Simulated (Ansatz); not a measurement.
Base system: Te in the diamond structure (space group Fd-3m, No. 227; a = 7.185 Å; a hypothetical phase, not in the database extracts checked).

(Cell as relaxed with PBE.)

Levels (all Ansatz, an electronic-structure program, PAW): PBE (420 eV, no spin-orbit coupling); PBEsol (420 eV, no spin-orbit coupling).

Each level relaxes its own structure.

```csv
base,PBE,PBEsol
volume per atom,46.37 Å³,44.00 Å³
lattice parameter a,7.185 Å,7.061 Å
band gap,zero,zero
```

One thing is altered: a hydrostatic pressure of 0.3 GPa.

```csv
quantity,PBE,PBEsol
shortest interatomic distance,3.100 Å,3.047 Å
band gap,zero,zero
```

PBE's shortest interatomic distance lies 0.053 Å above PBEsol's (1.7 %); the two agree on the band gap. Neither level is exact; PBEsol is the comparison here, not a measurement.

Load acts through the strain it causes; cell and atoms are relaxed under it. Whether these cells are dynamically stable was not tested.
